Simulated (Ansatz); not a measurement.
# BeSe: response to strain

Take BeSe in the zinc blende structure (space group F-43m, No. 216; a = 5.129 Å) as the base. Axes: x, y, z lie along the cube axes.

Strains are applied to the cell and any free atomic positions relax; under biaxial strain the out-of-plane vector relaxes too.

All numbers come from PBEsol/PAW in Ansatz (a quantum-chemistry and plane-wave program), no SOC.

Notes on the quantities. energy relative to the base: free energy F.

| biaxial strain, plane normal [111], relaxed out of plane (%) | energy relative to the base (meV/atom) |
|---|---|
| 0 | 0.0 |
| 0.42 | 0.4 |
| 0.83 | 1.4 |
| 1.25 | 3.0 |
| 1.67 | ? |
| 2.08 | 8.2 |
| 2.5 | 11.8 |

Question: Fit ΔE = Aε² + Bε³ (ε in %) to the rows shown and predict the withheld row.

Answer: Least squares on the printed values gives A = 1.98 and B = -0.038 meV/atom (largest residual 0.1 meV/atom); this predicts 5.3 meV/atom, and the run gives 5.4 meV/atom, in agreement.

Stability against distortions was not tested.
